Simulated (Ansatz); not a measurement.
Take BAs in the zinc blende structure (space group F-43m, No. 216; a = 4.732 Å) as the base. Axes: x, y, z lie along the cube axes.

Computed with Ansatz (a first-principles code), LDA, PAW, cutoff 420 eV, no SOC.

Strains are applied to the cell and any free atomic positions relax; under biaxial strain the out-of-plane vector relaxes too.

One change was made to it. Results:

The valence-band top at Γ (three highest levels, from the VBM) becomes 0.00, -0.15, -0.15 eV (base: 0.00, 0.00, 0.00 eV); the band gap drops by 0.22 eV to 0.89 eV.

**Question.** What was done to the base?
A. biaxial strain +2.50 %, plane normal [001], relaxed out of plane
B. biaxial strain −2.00 %, plane normal [001], relaxed out of plane
C. biaxial strain +1.00 %, plane normal [001], relaxed out of plane
D. biaxial strain −3.00 %, plane normal [001], relaxed out of plane
E. biaxial strain +1.50 %, plane normal [001], relaxed out of plane

**Answer.** C, biaxial strain +1.00 %, plane normal [001], relaxed out of plane. For comparison, the band gap in the other runs: biaxial strain +1.50 %, plane normal [001], relaxed out of plane gives 0.79 eV; biaxial strain −2.00 %, plane normal [001], relaxed out of plane gives 0.84 eV; biaxial strain −3.00 %, plane normal [001], relaxed out of plane gives 0.70 eV; biaxial strain +2.50 %, plane normal [001], relaxed out of plane gives 0.58 eV.

No phonon test of stability was made.
